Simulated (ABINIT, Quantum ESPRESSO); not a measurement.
A Quantum ESPRESSO input for a self-consistent single point of Zr4Al3 (P6/mmm, 7 atoms in the cell) (DFT, LDA (PW92), plane waves, PseudoDojo standard norm-conserving (LDA) pseudopotentials):

```fortran
&CONTROL
  calculation = 'scf'
  prefix = 'run'
  outdir = './out'
  pseudo_dir = './'
  verbosity = 'high'
  tprnfor = .true.
  tstress = .true.
/
&SYSTEM
  ibrav = 4
  celldm(1) = 10.3350388341
  celldm(3) = 0.992692167669
  nat = 7
  ntyp = 2
  ecutwfc = 70
  occupations = 'smearing'
  smearing = 'fermi-dirac'
  degauss = 0.0073499
/
&ELECTRONS
  conv_thr = 1.0d-10
/
ATOMIC_SPECIES
Zr    91.2240  Zr.upf
Al    26.9815  Al.upf
ATOMIC_POSITIONS {alat}
Zr    0.0000000000    0.0000000000    0.2584275520
Zr    0.0000000000    0.0000000000    0.7342646157
Zr    0.0000000000    0.5773502692    0.4963460838
Zr    0.5000000000    0.2886751346    0.4963460838
Al   -0.2500000000    0.4330127019    0.0000000000
Al    0.5000000000    0.0000000000    0.0000000000
Al    0.2500000000    0.4330127019    0.0000000000
K_POINTS {automatic}
5 5 4  0 0 0
```

Task: Write the same calculation as an input for ABINIT.

Result: This is the input that was run; spellings and numerical settings could be chosen otherwise.

```
# Zr4Al3, PseudoDojo nc-sr-04 LDA standard
pp_dirpath "./"
pseudos "Zr.upf, Al.upf"
acell 10.3350388341 10.3350388341 10.2595121032
rprim
         1.0000000000   -0.0000000468    0.0000000000
        -0.4999999595    0.8660254272    0.0000000000
         0.0000000000    0.0000000000    1.0000000000
natom 7
ntypat 2
znucl 40 13
typat 1 1 1 1 2 2 2
xcart
         0.0000000000    0.0000000000    2.6708587858
         0.0000000000    0.0000000000    7.5886533174
         0.0000002790    5.9669374530    5.1297560516
         5.1675195566    2.9834684848    5.1297560516
        -2.5837594993    4.4752032106    0.0000000000
         5.1675194171   -0.0000002417    0.0000000000
         2.5837599178    4.4752029689    0.0000000000
ecut 35
occopt 3
tsmear 0.00367493
nband 37
kptopt 1
ngkpt 5 5 4
nshiftk 1
shiftk 0 0 0
nstep 60
tolvrs 1.0e-11
prtwf 0
prtden 0
prtvol 1
enunit 1
```

Basis, cutoffs, solver keys and any potentials are the target program's own. This input uses DFT, LDA (PW92), plane waves, norm-conserving pseudopotentials (PseudoDojo nc-sr-04 LDA standard). LDA parametrisations can differ slightly between programs.

The starting cell comes from a database of computed structures (which also holds hypothetical and non-ambient phases and stackings), without a prior relaxation at this level. Its lattice was rescaled by a random factor within 2.5 % of one.
